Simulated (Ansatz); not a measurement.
System: NiAs-type NiSb. Method: PBE-D3(BJ) in Ansatz (plane waves, PAW).

Run with plane-wave cutoff 520 eV, 18×18×12 k mesh (along the axes of the cell as run), Fermi–Dirac smearing 0.05 eV, no spin polarisation, scalar-relativistic PAW data made under PBE.

Cell (relaxed at this level):

```
CELL_PARAMETERS angstrom
      1.95992    -3.39468     0.00000
      1.95992     3.39468     0.00000
      0.00000     0.00000     5.10244
ATOMIC_POSITIONS crystal
  Ni 0.00000 0.00000 0.50000
  Ni 0.00000 0.00000 0.00000
  Sb 0.33333 0.66667 0.25000
  Sb 0.66667 0.33333 0.75000
```

Estimate the bulk modulus and pressure derivative B′ of the bulk modulus that the calculation returns.


* **bulk modulus**: 123 GPa
* **pressure derivative B′ of the bulk modulus**: 5.0

The run finds no gap.

Note: the bulk modulus comes from volumes at which shape and atoms were relaxed.

Spin–orbit coupling is not included.

Computed values are for the static lattice.

Ansatz is a quantum-chemistry and plane-wave program.
